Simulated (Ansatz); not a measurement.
Consider ZnS in the wurtzite structure (space group P6_3mc, No. 186; a = 3.845 Å, c = 6.306 Å).

Levels (all Ansatz, a quantum-chemistry and plane-wave program, PAW): PBE (420 eV, spin-orbit coupling left out); HSE06 (420 eV, scalar-relativistic without spin-orbit coupling).

Its gap is 2.08 eV with PBE and 3.30 eV with HSE06.

One thing is altered: every lattice vector is stretched by 2.93 %; the atoms relax in the strained cell.

With PBE the gap becomes 1.71 eV.

**Question.** If the HSE06 correction stayed the same, what would the HSE06 gap be, and what does the HSE06 run give?

**Answer.** A rigid correction of +1.22 eV gives 2.93 eV. The HSE06 run gives 2.88 eV, so the correction itself changes by -0.05 eV.

Single points use the geometry relaxed with PBE. Stability against distortions was not tested.
